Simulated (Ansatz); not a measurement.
Output of an Ansatz run (abridged):

```
WARN ansatz: RAYON_NUM_THREADS=1 ignored (pool sized by the plan → 1); use --threads N
Pseudopotentials: kind: paw
Pseudopotential: Al, paw, valence charge 3
Pseudopotential: Pt, paw, valence charge 18
Crystal: 3 atoms, lattice volume = 52.072 Å³
Basis set: ecut = 420 eV, 965 PW (Γ), exchange–correlation on 60×60×60 points (8 copies of the dense FFT grid, shifted against one another)
Bands: 16, of which v1, the nominal top of the filled ones, is band 12 counted from 1 (11 counted from 0)
Symmetry: 48 space group operations
Space group: Fm-3m (ITA 225), of the structure as read, at distance tolerance 3.7e-5 Å
k-points: 47 of 1000
Initial density: superposition of atomic densities (neutral atoms: chi_scale 0, normalization atom), corrected by the library's trained network
Initial wavefunctions: pseudopotential atomic-orbital guess
Eigensolver: davidson
Functional: x = pbe(κ = 0.804, μ = 0.2195149727645171), c = pbe(β = 0.06672455060314922)
SCF iter   1: F=—  HF=-13600.676551 eV  |F-HF|=—  |Δ(HF+E_count)|=         —  Δρ=1.49e-3  dr2=1.17e-3  ethr=1.77e-3  ⟨swp⟩=5.3  Hψ=3896  notcnv=0
all-band conjugate gradients solve this SCF's bands
preconditioner: auto → none
SCF iter   2: F=—  HF=-13600.676890 eV  |F-HF|=—  |Δ(HF+E_count)|=   3.39e-4  Δρ=6.55e-4  dr2=1.63e-4  ethr=4.88e-6  ⟨swp⟩=2.3  Hψ=1492  notcnv=0
SCF iter   3: F=—  HF=-13600.676982 eV  |F-HF|=—  |Δ(HF+E_count)|=   9.17e-5  Δρ=8.75e-5  dr2=1.23e-6  ethr=6.79e-7  ⟨swp⟩=2.1  Hψ=1078  notcnv=0
SCF iter   4: F=—  HF=-13600.676942 eV  |F-HF|=—  |Δ(HF+E_count)|=   3.94e-5  Δρ=1.82e-5  dr2=5.20e-8  ethr=5.12e-9  ⟨swp⟩=2.0  Hψ=1101  notcnv=0
iter 5 did not close the SCF: its close was put off for the readings that it lacked (scf_convergence_deferred on its scf_iter line)
SCF iter   5: F=-13600.676942 eV  HF=-13600.676942 eV  |F-HF|=3.14e-9  |Δ(HF+E_count)|=   1.65e-7  Δρ=2.83e-6  dr2=4.32e-9  ethr=2.17e-10  ⟨swp⟩=2.1  Hψ=1139  notcnv=0
SCF iter   6: F=-13600.676942 eV  HF=-13600.676942 eV  |F-HF|=9.64e-11  |Δ(HF+E_count)|=  3.77e-10  Δρ=6.37e-7  dr2=1.13e-10  ethr=1.80e-11  ⟨swp⟩=2.7  Hψ=2704  notcnv=0
SCF 1 converged in 6 iterations: F = -13600.676942 eV  dr2 = 1.13e-10
SCF converged after 6 iterations
Free energy (F): -13600.676942 eV
Harris-Foulkes:  -13600.676942 eV  (|F-HF|=9.64e-11)
Internal energy: -13600.671998 eV  (E = F + TS)
E sigma→0 (E₀):  -13600.674470 eV
Entropy (-TS):   -0.004944 eV (-1.648 meV/atom)
Fermi energy:    11.243759 eV
--- Per-component energies (eV) ---
  E_band       = -313.636063
  E_kinetic    = 686.559144
  E_local      = -2710.519893  (includes V_loc(G=0)·N_el)
  E_nonlocal   = 217.462146
  E_hartree    = 1076.567815
  E_xc         = -343.305695
  E_vxc        = -363.484222  (∫ρ·V_xc dr)
  E_paw        = -10388.699215  (= ΣΔE_a)
  E_vpaw       = -296.789588  (= ΣTr[D̂ρ^β])
  E_aug_tail   = 0.000188  (compensation charges beyond the density's cutoff)
  E_ewald      = -2138.736488
  E_smearing   = -0.004944  (= −TS)
  E_closure    = 0.000000  (closes the sum)
  Σ components = -13600.676942   (vs F -13600.676942, Δ=0.00e0)
--- Forces (eV/Å), atoms counted from 1 ---
  atom   1  Al     0.00000000     0.00000000     0.00000000
   [... zero for the other atoms too ...]
  max |Σ_I F_I| component: 1.85e-17 eV/Å
--- Stress (GPa, compression-positive) ---
        1.235670       0.000000       0.000000
        0.000000       1.235670      -0.000000
        0.000000       0.000000       1.235670
  P = ⅓ Tr σ = 1.2357 GPa (12.357 kbar)
  The stress holds the Pulay correction. Without it, at fixed plane waves, as pw.x and ABINIT print it: P = 1.1780 GPa
--- Band table (eV; the first three rows and the last of 47) ---
  k-point 0: bands = ["-87.5834", "-41.8149", "-41.8149", "-41.8149", "1.0992", "6.2513", "6.2513", "6.2513", "7.5935", "7.5935", "14.1537", "15.0650", "15.0650", "15.0650", "16.6210", "16.6210"]
  k-point 1: bands = ["-87.5834", "-41.8151", "-41.8149", "-41.8149", "1.2360", "6.1688", "6.2970", "6.2970", "7.5779", "7.5779", "13.4023", "14.4275", "14.6790", "14.6790", "17.0558", "17.0558"]
  k-point 2: bands = ["-87.5834", "-41.8157", "-41.8150", "-41.8150", "1.6368", "5.9585", "6.4082", "6.4082", "7.5622", "7.5622", "11.3487", "13.9275", "13.9275", "14.7838", "16.8268", "16.8709"]
  k-point 46: bands = ["-87.5834", "-41.8168", "-41.8163", "-41.8158", "5.2553", "5.3213", "5.6796", "6.5044", "7.5092", "8.0262", "8.1853", "8.8213", "10.3380", "15.7600", "16.5081", "17.1271"]
```

The structure:

```
CELL_PARAMETERS angstrom
      0.00000     2.96387     2.96387
      2.96387     0.00000     2.96387
      2.96387     2.96387     0.00000
ATOMIC_POSITIONS crystal
  Al 0.25000 0.25000 0.25000
  Al 0.75000 0.75000 0.75000
  Pt 0.00000 0.00000 0.00000
```

**Question.** Write an input that gives this output.

**Answer.** Other spellings and defaults could give the same log, and not every line can be read from it. The input that was run (DFT, PBE, plane waves, default PAW files):

Ansatz 0.2 input:
```yaml
# PtAl2
crystal:
  lattice:
    - [0.000000, 2.963865, 2.963865]
    - [2.963865, 0.000000, 2.963865]
    - [2.963865, 2.963865, 0.000000]
  atoms:
    - { symbol: Al, position: [0.250000, 0.250000, 0.250000] }
    - { symbol: Al, position: [0.750000, 0.750000, 0.750000] }
    - { symbol: Pt, position: [0.000000, 0.000000, 0.000000] }
basis:
  ecutwfc: 420.0 eV
kpoints:
  mp_grid:
    grid: [10, 10, 10]
hamiltonian:
  xc: pbe
  pseudopotentials:
    kind: paw
scf:
  occupations:
    method: gaussian
    width: 0.1 eV
output:
  forces: true
  eigenvalues: true
  stress: true
```

The starting cell has typed, rounded lattice constants, without a prior relaxation at this level. Its lattice was rescaled by up to half a per cent. Spin-orbit coupling is off. Spin polarisation is off. Ansatz's pressure includes its estimate of the finite-basis (Pulay) stress.

Ansatz is a first-principles code.
